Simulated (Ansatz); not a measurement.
A computed series for Hf: element substitutions

Start from Hf (space group P6/mmm, No. 191; a = 4.919 Å, c = 3.061 Å; a cell from a computed database, its experimental status unchecked).

Each row replaces one element on all its sites; cell and atoms are relaxed.

The values are results of PBEsol (Ansatz, a first-principles code), no spin-orbit coupling, not measurements.

```json
[
 {"variant": "base", "lattice parameter a": "4.919 Å", "c/a ratio": "0.622"},
 {"variant": "Hf → Ti", "lattice parameter a": "4.514 Å", "c/a ratio": "0.620"},
 {"variant": "Hf → Li", "lattice parameter a": "4.920 Å", "c/a ratio": "0.589"},
 {"variant": "Hf → Zr", "lattice parameter a": "4.973 Å", "c/a ratio": "0.625"}
]
```

No phonon test of stability was made. For Ti and Zr in this form, whether it has been made was not checked. All final runs are without spin polarisation. This is not the structure that Ti has at room temperature and ambient pressure. This is not the structure that Hf has at room temperature and ambient pressure. This is not the structure that Li has at room temperature and ambient pressure. This is not the structure that Zr has at room temperature and ambient pressure.
